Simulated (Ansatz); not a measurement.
The starting structures come from a database of crystals and need not be the phases stable at ambient conditions.

Here is the system:

```
Hg2ClP3
1.0
    5.92376     0.02189    -0.00213
    0.73624     7.56098    -0.03864
    0.68330    -0.63535     5.84986
Hg P Cl
4 6 2
Direct
  0.14161   0.16667   0.58999
  0.85839   0.83333   0.41001
  0.58999   0.33333   0.14161
  0.41001   0.66667   0.85839
  0.05974   0.52241   0.82352
  0.94026   0.47759   0.17648
  0.82352   0.97759   0.05974
  0.17648   0.02241   0.94026
  0.19595   0.25000   0.19595
  0.80405   0.75000   0.80405
  0.62920   0.25000   0.62920
  0.37080   0.75000   0.37080
```

The cell was relaxed by PBE-D3(BJ); by PBEsol it stands under a pressure of -0.8 GPa.

Transport runs along the normal of the first two printed cell vectors.

No gap correction and no spin-orbit coupling; mid-gap is the computed energy nearest the middle.

Q: Give the band gap and the smallest decay constant κ at mid-gap that PBEsol run with Ansatz (an electronic-structure program) yields.

A: Gap 1.13 eV on a 6×4×6 mesh; κ = 0.125 1/Å, at (0.500, 0.000) of the in-plane reciprocal vectors. At the zone centre the slowest state has κ = 0.15 1/Å.
